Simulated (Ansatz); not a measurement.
Electronic density of states of amorphous Si24O51La2, density 2.52 g/cm³, on a 2×2×2 Γ-centred mesh with a Gaussian width of 0.1 eV; energies count from the Fermi level, whose place inside the gap is arbitrary. Cell and mesh are small, so fine structure isn't converged. These are PBE, scalar-relativistic without spin-orbit coupling (plane waves to 420 eV, PAW; Ansatz, a program for electronic structure) values and carry that method's errors. Sampling: a 2×2×2 Γ-centred mesh; Fermi-Dirac width 0.02 eV; no spin polarisation. At PBE the levels at the filled edge of the gap are localised (band-tail or defect states), and the nearest spread-out levels lie 5.0 eV apart at the zone centre.

Preparation: random packing, a CHGNet melt and quench, and a DFT relaxation. O atoms were pushed apart under 1.9 Å during the dynamics, to hinder bonds among them. The hot cell started wider than the set density and was brought back towards it in steps. It is the lowest in DFT energy of 2 quenches. It is a model cell: composition and starting density were chosen by hand, and all elements were melted together. No dispersion term was used. Its density started from a set value of 2.51 and ended at 2.52 g/cm³. The simulated quench (nominally 320 K/ps over its main leg) is rapid and tends to freeze in more defects than a deposited or slowly cooled glass has. One small periodic cell is one sample of the glass; other quenches scatter about these values. Volume and shape were free in the relaxation.

| E - EF (eV) | states/(eV atom) |
|---|---|
| -12.00 | 0.24 |
| -11.90 | 0.14 |
| -11.80 | 0.14 |
| -11.70 | 0.17 |
| -11.60 | 0.16 |
| -11.50 | 0.12 |
| -11.40 | 0.13 |
| -11.30 | 0.20 |
| -11.20 | 0.17 |
| -11.10 | 0.17 |
| -11.00 | 0.19 |
| -10.90 | 0.20 |
| -10.80 | 0.22 |
| -10.70 | 0.17 |
| -10.60 | 0.15 |
| -10.50 | 0.18 |
| -10.40 | 0.22 |
| -10.30 | 0.21 |
| -10.20 | 0.21 |
| -10.10 | 0.23 |
| -10.00 | 0.19 |
| -9.90 | 0.16 |
| -9.80 | 0.23 |
| -9.70 | 0.32 |
| -9.60 | 0.39 |
| -9.50 | 0.38 |
| -9.40 | 0.35 |
| -9.30 | 0.36 |
| -9.20 | 0.40 |
| -9.10 | 0.45 |
| -9.00 | 0.43 |
| -8.90 | 0.42 |
| -8.80 | 0.50 |
| -8.70 | 0.48 |
| -8.60 | 0.42 |
| -8.50 | 0.33 |
| -8.40 | 0.23 |
| -8.30 | 0.30 |
| -8.20 | 0.43 |
| -8.10 | 0.39 |
| -8.00 | 0.30 |
| -7.90 | 0.14 |
| -7.80 | 0.12 |
| -7.70 | 0.10 |
| -7.60 | 0.11 |
| -7.50 | 0.28 |
| -7.40 | 0.36 |
| -7.30 | 0.36 |
| -7.20 | 0.45 |
| -7.10 | 0.53 |
| -7.00 | 0.52 |
| -6.90 | 0.51 |
| -6.80 | 0.49 |
| -6.70 | 0.50 |
| -6.60 | 0.49 |
| -6.50 | 0.53 |
| -6.40 | 0.65 |
| -6.30 | 0.71 |
| -6.20 | 0.71 |
| -6.10 | 0.77 |
| -6.00 | 0.83 |
| -5.90 | 0.77 |
| -5.80 | 0.70 |
| -5.70 | 0.73 |
| -5.60 | 0.75 |
| -5.50 | 0.81 |
| -5.40 | 0.88 |
| -5.30 | 0.87 |
| -5.20 | 0.86 |
| -5.10 | 0.90 |
| -5.00 | 0.89 |
| -4.90 | 0.82 |
| -4.80 | 0.72 |
| -4.70 | 0.70 |
| -4.60 | 0.67 |
| -4.50 | 0.60 |
| -4.40 | 0.69 |
| -4.30 | 0.71 |
| -4.20 | 0.68 |
| -4.10 | 0.59 |
| -4.00 | 0.43 |
| -3.90 | 0.45 |
| -3.80 | 0.48 |
| -3.70 | 0.41 |
| -3.60 | 0.35 |
| -3.50 | 0.40 |
| -3.40 | 0.41 |
| -3.30 | 0.15 |
| -3.20 | 0.01 |
| -3.10 | 0.00 |
| -3.00 | 0.00 |
| -2.90 | 0.00 |
| -2.80 | 0.03 |
| -2.70 | 0.13 |
| -2.60 | 0.09 |
| -2.50 | 0.01 |
| -2.40 | 0.00 |
| -2.30 | 0.00 |
| -2.20 | 0.00 |
| -2.10 | 0.00 |
| -2.00 | 0.00 |
| -1.90 | 0.00 |
| -1.80 | 0.00 |
| -1.70 | 0.00 |
| -1.60 | 0.00 |
| -1.50 | 0.00 |
| -1.40 | 0.00 |
| -1.30 | 0.05 |
| -1.20 | 0.21 |
| -1.10 | 0.21 |
| -1.00 | 0.05 |
| -0.90 | 0.00 |
| -0.80 | 0.00 |
| -0.70 | 0.00 |
| -0.60 | 0.00 |
| -0.50 | 0.00 |
| -0.40 | 0.00 |
| -0.30 | 0.00 |
| -0.20 | 0.00 |
| -0.10 | 0.00 |
| 0.00 | 0.00 |
| 0.10 | 0.00 |
| 0.20 | 0.00 |
| 0.30 | 0.00 |
| 0.40 | 0.00 |
| 0.50 | 0.00 |
| 0.60 | 0.00 |
| 0.70 | 0.00 |
| 0.80 | 0.00 |
| 0.90 | 0.00 |
| 1.00 | 0.01 |
| 1.10 | 0.02 |
| 1.20 | 0.06 |
| 1.30 | 0.30 |
| 1.40 | 0.60 |
| 1.50 | 0.53 |
| 1.60 | 0.36 |
| 1.70 | 0.16 |
| 1.80 | 0.11 |
| 1.90 | 0.22 |
| 2.00 | 0.45 |
| 2.10 | 0.55 |
| 2.20 | 0.46 |
| 2.30 | 0.28 |
| 2.40 | 0.13 |
| 2.50 | 0.19 |
| 2.60 | 0.22 |
| 2.70 | 0.16 |
| 2.80 | 0.12 |
| 2.90 | 0.20 |
| 3.00 | 0.26 |
| 3.10 | 0.20 |
| 3.20 | 0.17 |
| 3.30 | 0.18 |
| 3.40 | 0.21 |
| 3.50 | 0.27 |
| 3.60 | 0.34 |
| 3.70 | 0.32 |
| 3.80 | 0.27 |
| 3.90 | 0.33 |
| 4.00 | 0.38 |

The level gap on this mesh is 2.19 eV; the broadening fills part of it in the curve.
